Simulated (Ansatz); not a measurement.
**LaScO₃ (Pnma, No. 62): smallest direct gap on the k points sampled by level of theory**

No measured value is used here.

```
level (code)      value (eV)  cell (Å³/atom)
----------------  ----------  --------------
LDA (Ansatz)            3.84           13.31
PBE (Ansatz)            3.94           13.31
PBE+SOC (Ansatz)        3.94           13.31
PBEsol (Ansatz)         3.93           13.07
```

Computed values are for a static lattice. Levels without +SOC have no spin–orbit coupling; where heavier elements are present it shifts gaps, mostly down, and can invert bands.  Values are at a fixed cell, not relaxed at this level and not confirmed as the measured one; PBEsol at the level's own relaxed cell. Ansatz's density-functional and Hartree–Fock values are scalar-relativistic unless marked +SOC, with PAW data made under PBE.

Ansatz is a quantum-chemistry and plane-wave program.
